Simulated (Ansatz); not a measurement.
# Response to strain in Ga2O3

Base system: Ga$_{2}$O$_{3}$ in the corundum structure (space group R-3c, No. 167; a = 5.000 Å, c = 13.449 Å (hexagonal axes)).

Strains are applied to the cell and any free atomic positions relax.

Calculations: PBEsol/PAW in Ansatz (a first-principles code), spin-orbit coupling left out.

Notes on the quantities. pressure: mean of the normal stresses, compression positive; energy relative to the base: free energy F.

| case | smallest direct gap | pressure | electron mass | energy relative to the base | band gap |
|---|---|---|---|---|---|
| base | 2.95 eV | 0.0 kbar | 0.22 mₑ (at Γ) | 0 meV/atom | 2.70 eV |
| isotropic strain +0.75 % | 2.71 eV | -47.0 kbar | 0.21 mₑ (at Γ) | +3.3 meV/atom | 2.47 eV |
| isotropic strain +1.50 % | 2.47 eV | -89.1 kbar | 0.20 mₑ (at Γ) | +13 meV/atom | 2.24 eV |
| isotropic strain +2.25 % | 2.24 eV | -126.7 kbar | 0.19 mₑ (at Γ) | +28 meV/atom | 2.02 eV |
| isotropic strain +3.00 % | 2.02 eV | -160.1 kbar | 0.18 mₑ (at Γ) | +49 meV/atom | 1.80 eV |

Masses are band curvatures over ±0.01 Å⁻¹ around the edge. Stability against distortions was not tested.
